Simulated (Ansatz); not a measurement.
Mo₃Ir (Pm-3n, No. 223, 8 atoms in the cell; start mp-1120), treated with r²SCAN in Ansatz (PAW).

Numerical settings: plane-wave cutoff 560 eV, 12×12×12 k mesh, Fermi–Dirac smearing 0.05 eV, no spin polarisation, scalar-relativistic PAW data made under PBE.

Cell (relaxed at this level):

IrMo3 has the cubic space group Pm-3n (No. 223), the A15 (Cr3Si type) structure, Pearson symbol cP8. Lattice parameters: a = b = c = 4.967 Å, α = β = γ = 90.00°. Mo on 6c has 2 Mo at 2.484 Å and 8 Mo at 3.042 Å and 4 Ir at 2.777 Å. Ir on 2a has 12 Mo at 2.777 Å. (Neighbours: up to the widest gap in distance over summed covalent radii, below 1.35, at either atom.)

What does this level give for the bulk modulus?


- bulk modulus: 298 GPa

Note: the run has no spin polarisation, so it can have missed a magnetic state; the bulk modulus is −V dP/dV from two relaxed cells at ±2 % in volume; the relaxation could not lower the start's symmetry, so the cell can be a saddle point above a distorted one.

Spin–orbit coupling is not included.

It cost very roughly 4 core-minutes of CPU time.

A start named mp-… is a Materials Project structure, which need not be a measured phase.

Ansatz is an electronic-structure program.
